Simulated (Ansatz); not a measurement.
## A computed series for LaRu2P2: alloy series

The parent structure is LaRu2P2 (space group I4/mmm, No. 139; a cell from a computed database, its experimental status unchecked).

```
LaRu2P2
1.0
   -2.00679     2.00679     5.30089
    2.00679    -2.00679     5.30089
    2.00679     2.00679    -5.30089
La P Ru
1 2 2
Direct
  0.00000   0.00000   0.00000
  0.64085   0.64085   0.00000
  0.35915   0.35915   0.00000
  0.75000   0.25000   0.50000
  0.25000   0.75000   0.50000
```

The other end (x = 1) is LaRu₂Si₂ (space group I4/mmm, No. 139; a model cell): 17.37 Å³/atom, gap zero.

Si replaces a fraction x of P; each row is one arrangement (x, atoms in the cell, starting space group or random), fully relaxed.

Computed with PBEsol, PAW, 420 eV (Ansatz, a program for electronic structure; scalar-relativistic without spin-orbit coupling).

Notes on the quantities. mixing energy: to 0.01 eV only: unlike meshes or grids; deviation of the volume from the linear: Vegard-type) interpolation.

```csv
variant,mixing energy,deviation of the volume from the linear,density
base,–,–,7.84 g/cm³
"x(Si) = 0.25, 10 atoms, Amm2",-0.02 eV/atom,-2.1 %,7.95 g/cm³
"x(Si) = 0.5, 10 atoms, Cmcm",-0.03 eV/atom,-1.8 %,7.86 g/cm³
"x(Si) = 0.5, 5 atoms, I4mm",?,?,7.87 g/cm³
```

Q: Complete the table.

A: 
- x(Si) = 0.5, 5 atoms, I4mm, mixing energy: -0.04 eV/atom
- x(Si) = 0.5, 5 atoms, I4mm, deviation of the volume from the linear: -1.9 %

These are small ordered cells, not random alloys; other orderings at the same x differ. Whether these cells are dynamically stable was not tested. All final runs are without spin polarisation. An odd electron count without spin: La2Ru4SiP3, LaRu2P2 and LaRu2Si2.
